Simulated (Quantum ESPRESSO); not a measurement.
## Converging the k-point mesh at a smearing width of 0.02 eV: Ni (Fm-3m, 1 atom in the cell)

```yaml
crystal:
  lattice:
    - [0.00000, 1.75472, 1.75472]
    - [1.75472, 0.00000, 1.75472]
    - [1.75472, 1.75472, 0.00000]
  atoms:
    - { symbol: Ni, position: [0.00000, 0.00000, 0.00000], spin: 1.0 }
```
(The spins are starting values, not results.)

Computed with PBE, PSlibrary PAW (PBE) pseudopotentials (plane waves; Quantum ESPRESSO).

Base settings: ecutwfc = 50 Ry; ecutrho = 300 Ry; occupations = smearing; smearing = gauss; degauss = 0.0073499 Ry; nspin = 2; potentials = {Ni: Ni.pbe-n-kjpaw_psl.1.0.0.UPF}; K_POINTS = automatic 16 16 16 0 0 0; conv_thr = 1e-10 Ry; mixing_beta = 0.3.

In this ladder: degauss = 0.00147 Ry.

Only quantities that move along the ladder and can be compared are tabulated.

The count of work is k-points × plane waves × bands × iterations; it is no time. 

The starting cell has typed, rounded lattice constants, without a prior relaxation at this level. Its lattice was rescaled by up to half a per cent. With one magnetic atom in the cell only a parallel order is possible.

| K_POINTS | free energy less the last step's (meV/atom) | pressure (GPa) | net moment (μB/atom) | count of work / last |
|---|---|---|---|---|
| automatic 6 6 6 0 0 0 | -25.68 | 0.11 | 0.640 | 0.017 |
| automatic 7 7 7 0 0 0 | 11.99 | 1.74 | 0.710 | 0.016 |
| automatic 8 8 8 0 0 0 | -0.06 | 1.21 | 0.700 | 0.022 |
| automatic 10 10 10 0 0 0 | -3.30 | 1.50 | 0.730 | 0.035 |
| automatic 12 12 12 0 0 0 | -0.26 | 1.40 | 0.690 | 0.050 |
| automatic 14 14 14 0 0 0 | 3.85 | 0.66 | 0.590 | 0.092 |
| automatic 18 18 18 0 0 0 | -1.67 | 0.83 | 0.620 | 0.16 |
| automatic 21 21 21 0 0 0 | 0.77 | 0.88 | 0.620 | 0.22 |
| automatic 31 31 31 0 0 0 | 0.04 | 1.04 | 0.650 | 0.62 |
| automatic 38 38 38 0 0 0 | 0.00 | 1.03 | 0.650 | 1.0 |

Coarsest K_POINTS that holds the net moment within 0.02 μB/atom of the last step, with all finer ones: automatic 31 31 31 0 0 0; the step before is off by 0.030 μB/atom.

Coarsest K_POINTS that holds the pressure within 0.1 GPa of the last step, with all finer ones: automatic 31 31 31 0 0 0; the step before is off by 0.15 GPa.

Coarsest K_POINTS that holds the free energy within 2 meV/atom of the last step, with all finer ones: automatic 18 18 18 0 0 0, at 0.16 of the last step's count of work; the step before is off by 3.8 meV/atom.
